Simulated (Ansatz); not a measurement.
Take MoS2 in the 3R-MoS2 type structure (space group R3m, No. 160; layered, stacked along the Cartesian z axis) as the base.

```yaml
crystal:
  lattice:
    - [1.58770, 0.91666, 6.19534]
    - [-1.58770, 0.91666, 6.19534]
    - [0.00000, -1.83332, 6.19534]
  atoms:
    - { symbol: Mo, position: [0.00000, 0.00000, 0.00000] }
    - { symbol: S, position: [0.75029, 0.75029, 0.75029] }
    - { symbol: S, position: [0.58300, 0.58300, 0.58300] }
```

Cartesian axes are those of the cell as printed.

The values are results of Ansatz (a first-principles code) r2SCAN+rVV10, spin-orbit coupling left out, earlier PAW set, not measurements.

For the base:

The band gap is 1.02 eV, the width of the top valence band comes out as 1.81 eV and the gap character comes out as indirect, T → k = (0.167, -1/2, -0.167) in the run's primitive reciprocal basis.

It is then changed as follows: compressive biaxial strain of 0.85 % in the plane normal to [001], as in epitaxy on a mismatched substrate; the out-of-plane cell vector and the atoms relax.

Problem. What does the calculation give for the band gap after the change?

Solution. The band gap grows by 0.05 eV, from 1.02 eV to 1.07 eV.

Problem. How does this affect the width of the top valence band?

Solution. The width of the top valence band shrinks by 0.03 eV (1.81 eV → 1.78 eV).

Problem. What does the calculation give for the out-of-plane strain after the change?

Solution. The out-of-plane strain comes out as +0.51 %.

Problem. What happens to the gap character?

Solution. The gap character changes from indirect, T → k = (0.167, -1/2, -0.167) in the run's primitive reciprocal basis to indirect, T → Γ–S₀ (56 % along).

Stability against distortions was not tested.
